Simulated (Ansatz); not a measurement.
Functionals compared on a constructed model of the (111) surface of germanium, (√3x√3)R30° In adatom at T4 (bottom of the slab: 3 H on 3 bottom sites), in Ansatz (plane waves, PAW). The structure was relaxed with PBE; the other rows are single points on it. Cutoff 420 eV (500 eV for r2SCAN).

Set-up: 28 atoms, 14.3 Å thick at the start with caps and adatoms; mesh 5x5x1; 0.025 eV smearing; dipole correction on; 6 atoms held, the rest relaxed; held to the start's symmetry, so lower structures may exist; no spin (no spin-polarised run to compare, though such a face may carry moments), no spin-orbit, no U. The slab shows no gap on its mesh. In PBE it is, or lies within 0.01 eV a 1x1 cell of, the lowest of the 2 structures of its composition computed so far; subsurface sites and larger cells were not tried. These notes are the PBE run's.

```csv
functional,work function of the top face (eV),rough cost of the single point
PBE,3.97,–
r2SCAN,(withheld),around 4 core-minutes (rough)
```

**Question.** What belongs in the gaps?

**Answer.** 
- r2SCAN, work function of the top face (eV): 4.13

Ansatz is a program for electronic structure.
